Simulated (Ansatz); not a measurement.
An Ansatz (a quantum-chemistry and plane-wave program) run: CdGeAs2 with a change (uniaxial strain ε_xx = +3.00 %); LDA (Ansatz; PAW; 420 eV plane waves; no spin-orbit coupling).

Input:

Ansatz 0.2 input:
```yaml
crystal:
  lattice:
    - [-3.0248611609, 2.9367584086, 5.6132169857]
    - [3.0248611609, -2.9367584086, 5.6132169857]
    - [3.0248611609, 2.9367584086, -5.6132169857]
  atoms:
    - { symbol: Cd, position: [0, 0, 0] }
    - { symbol: Cd, position: [0.75, 0.25, 0.5] }
    - { symbol: Ge, position: [0.5, 0.5, 0] }
    - { symbol: Ge, position: [0.25, 0.75, 0.5] }
    - { symbol: As, position: [0.875, 0.8510164452, 0.4760164452] }
    - { symbol: As, position: [0.1489835548, 0.625, 0.0239835548] }
    - { symbol: As, position: [0.375, 0.3989835548, 0.5239835548] }
    - { symbol: As, position: [0.6010164452, 0.125, 0.9760164452] }
basis: { ecutwfc: 420, ecutrho_ratio: 4, xc_grid: 2, fft_grid_basis: typed }
kpoints: { mp_grid: { grid: [8, 8, 8] } }
hamiltonian:
  xc: lda
  dispersion: none
  pseudopotentials: { kind: paw }
scf: { occupations: { method: fermi_dirac, width: 0.05 }, convergence: { dr2_threshold: 0.0000000008 } }
relax: { f_tol: 0.005, max_steps: 50 }
output: { forces: true, stress: true }
checkpoint: { write: state.ck, write_every: 1000 }
```

Output (explanatory and most iteration lines left out):

```
Relaxation: its limit of steps is 50 (relax.max_steps)
Pseudopotential: Cd, paw, valence charge 20
Pseudopotential: Ge, paw, valence charge 14
Pseudopotential: As, paw, valence charge 15
Crystal: 8 atoms, lattice volume = 199.455 Å³
Basis set: ecut = 420 eV, 3889 PW (Γ), exchange–correlation on 96×96×96 points (8 copies of the dense FFT grid, shifted against one another)
Bands: 77, of which v1, the nominal top of the filled ones, is band 64 counted from 1 (63 counted from 0)
Symmetry: 4 space group operations
Space group: I212121 (ITA 24), of the structure as read, at distance tolerance 5.8e-5 Å
k-points: 95 of 512 (time reversal used)
Functional: x = slater, c = lda
SCF iter   1: F=—  HF=-43762.282914 eV  |F-HF|=—  |Δ(HF+E_count)|=         —  Δρ=6.12e-3  dr2=4.84e-2  ethr=1.77e-3  ⟨swp⟩=6.0  Hψ=25013  notcnv=0  defer=11
SCF iter   2: F=—  HF=-43762.270052 eV  |F-HF|=—  |Δ(HF+E_count)|=   1.29e-2  Δρ=2.63e-3  dr2=8.85e-3  ethr=3.78e-5  ⟨swp⟩=2.0  Hψ=14430  notcnv=0  defer=316
SCF 1 converged in 9 iterations: F = -43762.268217 eV  dr2 = 7.32e-10
relax step   1: F+E_penalty+E_count = -43762.26821729 eV  Δ(F+E_penalty+E_count) = +0.000e0 eV  max|allowed force component| = 8.814e-2 eV/Å  Δτ_max = 0.0000 Å  (9 SCF iters, accepted)
Crystal: 8 atoms, lattice volume = 199.455 Å³
SCF iter   1: F=—  HF=-43762.269715 eV  |F-HF|=—  |Δ(HF+E_count)|=         —  Δρ=8.16e-4  dr2=1.39e-3  ethr=1.05e-6  ⟨swp⟩=2.0  Hψ=19976  notcnv=0  defer=520
SCF iter   2: F=—  HF=-43762.269375 eV  |F-HF|=—  |Δ(HF+E_count)|=   3.40e-4  Δρ=4.10e-4  dr2=2.83e-4  ethr=1.05e-6  ⟨swp⟩=2.0  Hψ=7533  notcnv=0  defer=520
SCF 2 converged in 8 iterations: F = -43762.269324 eV  dr2 = 4.02e-10
relax step   2: F+E_penalty+E_count = -43762.26932405 eV  Δ(F+E_penalty+E_count) = -1.107e-3 eV  max|allowed force component| = 3.992e-2 eV/Å  Δτ_max = 0.0180 Å  (8 SCF iters, accepted)
Crystal: 8 atoms, lattice volume = 199.455 Å³
SCF iter   1: F=—  HF=-43762.269629 eV  |F-HF|=—  |Δ(HF+E_count)|=         —  Δρ=1.94e-4  dr2=7.53e-5  ethr=5.64e-7  ⟨swp⟩=2.2  Hψ=12440  notcnv=0  defer=523
SCF iter   2: F=—  HF=-43762.269606 eV  |F-HF|=—  |Δ(HF+E_count)|=   2.22e-5  Δρ=1.02e-4  dr2=1.78e-5  ethr=5.88e-8  ⟨swp⟩=1.0  Hψ=8457  notcnv=0  defer=523
SCF 3 converged in 6 iterations: F = -43762.269643 eV  dr2 = 7.40e-10
relax step   3: F+E_penalty+E_count = -43762.26964270 eV  Δ(F+E_penalty+E_count) = -3.187e-4 eV  max|allowed force component| = 6.046e-3 eV/Å  Δτ_max = 0.0040 Å  (6 SCF iters, accepted)
Crystal: 8 atoms, lattice volume = 199.455 Å³
SCF iter   1: F=—  HF=-43762.269623 eV  |F-HF|=—  |Δ(HF+E_count)|=         —  Δρ=3.38e-5  dr2=2.24e-6  ethr=1.48e-8  ⟨swp⟩=3.0  Hψ=15812  notcnv=0  defer=523
SCF iter   2: F=—  HF=-43762.269652 eV  |F-HF|=—  |Δ(HF+E_count)|=   2.91e-5  Δρ=1.49e-5  dr2=3.57e-7  ethr=1.75e-9  ⟨swp⟩=2.0  Hψ=9421  notcnv=0  defer=523
SCF 4 converged in 5 iterations: F = -43762.269652 eV  dr2 = 1.04e-10
relax step   4: F+E_penalty+E_count = -43762.26965222 eV  Δ(F+E_penalty+E_count) = -9.515e-6 eV  max|allowed force component| = 3.001e-3 eV/Å  Δτ_max = 0.0008 Å  (5 SCF iters, accepted)
SCF converged after 5 iterations
Free energy (F): -43762.269652 eV
Internal energy: -43762.269045 eV  (E = F + TS)
E sigma→0 (E₀):  -43762.269349 eV
Entropy (-TS):   -0.000607 eV (-0.076 meV/atom)
Fermi energy:    8.534882 eV
--- Forces (eV/Å), atoms counted from 1 ---
  atom   1  Cd    -0.00000000     0.00000000     0.00144875
  atom   2  Cd    -0.00000000    -0.00000000    -0.00144875
  atom   3  Ge     0.00000000     0.00000000    -0.00300147
  atom   4  Ge    -0.00000000    -0.00000000     0.00300147
  atom   5  As     0.00129840    -0.00000000     0.00000000
  atom   6  As     0.00000000     0.00092759     0.00000000
  atom   7  As    -0.00129840     0.00000000     0.00000000
  atom   8  As    -0.00000000    -0.00092759    -0.00000000
--- Stress (GPa, compression-positive) ---
       -2.748661      -0.000000       0.000000
       -0.000000      -1.391862      -0.000000
        0.000000      -0.000000      -1.410645
  P = ⅓ Tr σ = -1.8504 GPa (-18.504 kbar)
--- Relaxed structure (4 steps of the walk, 4 accepted, 0 SCFs on fresh bases) ---
  atoms:
    - { symbol: Cd, position: [0.0012418339606321508, 0.0012418339606321508, -1.1159685606843974e-19] }
    - { symbol: Cd, position: [0.7487581660393681, 0.24875816603936793, 0.5000000000000002] }
    - { symbol: Ge, position: [0.4993351332263198, 0.4993351332263198, 8.481565729974166e-20] }
    - { symbol: Ge, position: [0.25066486677368033, 0.7506648667736804, 0.4999999999999999] }
    - { symbol: As, position: [0.8750000000000001, 0.8486915781502157, 0.4736915781502158] }
    - { symbol: As, position: [0.14785027719993912, 0.625, 0.022850277199939123] }
    - { symbol: As, position: [0.37500000000000017, 0.4013084218497844, 0.5263084218497844] }
    - { symbol: As, position: [0.6021497228000608, 0.12499999999999997, 0.9771497228000608] }
```

No phonon test of stability was made. The cell was made from CdGeAs₂ in the chalcopyrite structure (space group I-42d, No. 122) by this change: uniaxial strain ε_xx = +3.00 %.
